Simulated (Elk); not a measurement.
Troubleshooting Elk: a failed run on LaTc (P4/mmm, 2 atoms in the cell). The aim is a self-consistent single point with DFT, PBE, all-electron FP-LAPW, Elk's shipped species files, LAPW+lo basis.

Cell that was meant: a = 3.5598 Å, b = 3.5598 Å, c = 4.6659 Å, α = 90.00°, β = 90.00°, γ = 90.00°.

Part of the input:

```
ngridk
  6 6 5

vkloff
  1.0 1.0 1.0
```

Output (repeated stretches shortened):

```
│ Elk code version 10.2.4 started │

Error(readinput): vkloff components should be in [0,1) :    1.000000000       1.000000000       1.000000000
```

Task: From the messages shown, name the fault and mend the input.

Result: The fault is a mesh shift typed as a flag of 1. The shift is counted in steps of the mesh here, so half a step is 0.5; the flag 1 belongs to another code's convention. To fix it, type 0.5 for half a step, or no shift. The program stopped before any SCF iteration.

An input that runs soundly differs in these lines (not the only fix; some lines may just follow from the change or write a value another way):
```diff
-vkloff
-  1.0 1.0 1.0
-
```

With that input, the run converged in 19 iterations: total energy -347881.2178 eV; Fermi level (on the code's own zero) 7.28 eV (DFT, PBE, all-electron FP-LAPW, Elk's shipped species files, LAPW+lo basis).

On the sound input: the starting cell was generated: these elements placed on a structure prototype, without a prior relaxation; it need not be a known phase or ordering of this composition. Spin polarisation is off. Values depend on the basis (sphere radii, cutoffs, local orbitals), which need not be converged.
